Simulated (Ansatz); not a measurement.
Start from WSe2 in the 2H-MoS2 type structure (space group P6_3/mmc, No. 194; a = 3.2305 Å, c = 12.4113 Å; layered, stacked along the Cartesian z axis).

The change: a hydrostatic pressure of 3 GPa.

All numbers come from PBEsol-D3(BJ) (Ansatz, a program for electronic structure; PAW; 420 eV plane waves; spin-orbit coupling left out).

Base, band edges from the VBM (valence, conduction): K -0.25, 1.40; H -0.51, 1.43; M -1.00, 2.18; L -1.23, 2.26; A -0.19, 2.65; Γ 0.00, 2.66 eV.

Task: Give the band edges at the high-symmetry points of the new zone, measured from its valence-band maximum.

Result: 
| point | valence edge (eV) | conduction edge (eV) |
|---|---|---|
| Γ | 0.00 | 2.61 |
| M | -0.96 | 2.11 |
| K | -0.29 | 1.16 |
| A | -0.16 | 2.62 |
| L | -1.26 | 2.30 |
| H | -0.61 | 1.47 |

The gap is 0.54 eV, indirect, Γ → K–Γ (47 % along).

Spin-orbit coupling, missing from the scalar runs, can matter with W. Load acts through the strain it causes; cell and atoms are relaxed under it. No phonon test of stability was made.
